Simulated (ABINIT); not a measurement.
## How far to go with the plane-wave cutoff: Mo (Im-3m, 1 atom in the cell)

```
Mo
1.0
   -1.56713     1.56713     1.56713
    1.56713    -1.56713     1.56713
    1.56713     1.56713    -1.56713
Mo
1
Direct
  0.00000   0.00000   0.00000
```

Method: LDA (PW92), norm-conserving pseudopotentials (PseudoDojo nc-sr-04 LDA standard) (plane waves; ABINIT).

Base settings: pseudos = [Mo.upf]; ecut = 80 Ry; occopt = 3; tsmear = 0.00367493 Ha; ngkpt = 5 5 5; nshiftk = 1; shiftk = 0 0 0; potentials = PseudoDojo nc-sr-04 LDA standard; nband = 12; kptopt = 1.

The second cell is the first with its lattice scaled by 0.98.

The mesh stays at the base's, so the ladder's end is converged at best in this setting alone.

Only quantities that move along the ladder and can be compared are tabulated.

The count of work is k-points × plane waves × bands × iterations; it is no time. 

The starting cell has typed, rounded lattice constants, without a prior relaxation at this level. Its lattice was rescaled by up to half a per cent. Spin polarisation is off. In the base run, with a pressure of about -8 GPa the cell is away from its equilibrium volume at this level. Without a gap this mesh is coarse (it stands for a supercell whose shortest vector is 14 Å).

Steps (ecut): 28 Ry; 32 Ry; 36 Ry; 40 Ry; 44 Ry; 48 Ry; 56 Ry; 64 Ry; 72 Ry; 80 Ry; 88 Ry; 96 Ry; 108 Ry; 120 Ry; 140 Ry; 160 Ry; 192 Ry.

Q: What is the state of the free energy at the end of the ladder?

A: Still drifting one way, by 0.46 meV/atom over the last two steps, so the last step is no safe reference.

Q: What is the coarsest ecut that holds the energy of the compressed cell less the first within 0.5 meV/atom of the last step, with all finer ones?

A: 64 Ry, at 0.19 of the last step's count of work; the step before is off by 0.70 meV/atom.

Q: What is the coarsest ecut that holds the pressure within 0.05 GPa of the last step, with all finer ones?

A: 80 Ry, at 0.23 of the last step's count of work; the step before is off by 0.58 GPa.

```tsv
ecut	free energy less the last step's (meV/atom)	energy of the compressed cell less the first (meV/atom)	pressure (GPa)	count of work / last
28 Ry	8455.49	45.34	-181.24	0.057
32 Ry	5479.73	-0.15	-145.10	0.070
36 Ry	3448.09	43.92	-113.00	0.082
40 Ry	2059.47	24.82	-83.83	0.097
44 Ry	1191.97	-24.23	-60.20	0.11
48 Ry	648.56	6.62	-41.71	0.13
56 Ry	166.07	3.01	-20.04	0.16
64 Ry	33.13	2.34	-11.36	0.19
72 Ry	5.19	2.39	-8.67	0.23
80 Ry	1.56	2.33	-8.12	0.23
88 Ry	1.35	2.35	-8.09	0.31
96 Ry	1.13	2.34	-8.10	0.36
108 Ry	0.85	2.33	-8.09	0.42
120 Ry	0.71	2.33	-8.09	0.49
140 Ry	0.46	2.33	-8.09	0.71
160 Ry	0.26	2.32	-8.09	0.76
192 Ry	0.00	2.30	-8.09	1.0
```

The energy difference between the two cells stays within 1 meV/atom of the last step's from 56 Ry on, the total only from 108 Ry on: much of the error is common to both cells and cancels.

At the lowest cutoff the pressure lies 173 GPa under the last step's, the usual sign of Pulay stress in an incomplete plane-wave basis.
